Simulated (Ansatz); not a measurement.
The reference is HgI₂ in the 2H-MoS2 type structure (space group P6_3/mmc, No. 194; a = 4.166 Å, c = 14.183 Å; a hypothetical phase, not in the database extracts checked). Axes: x lies along a and z along c of the hexagonal cell.

Method: PBE-D3(BJ)/PAW in Ansatz (an electronic-structure program), without spin-orbit coupling.

Before the change:

```
Item                                      Value
---------------  ------------------------------
Gap character    indirect, K–Γ (38 % along) → M
Volume per atom                        35.53 Å³
```

It is then changed as follows: compressive biaxial strain of 0.82 % in the plane normal to [001], as in epitaxy on a mismatched substrate; the out-of-plane cell vector and the atoms relax.

Q: What happens to the in-plane stress?

A: The mean in-plane stress (compression positive) comes out as +0.5 GPa.

Q: What does the calculation give for the gap character after the change?

A: The gap character stays indirect, K–Γ (38 % along) → M.

Q: What does the calculation give for the volume per atom after the change?

A: The volume per atom shrinks by 0.44 Å³ to 35.09 Å³.

With Hg and I present, leaving out spin-orbit coupling can change the band edges. No phonon test of stability was made.
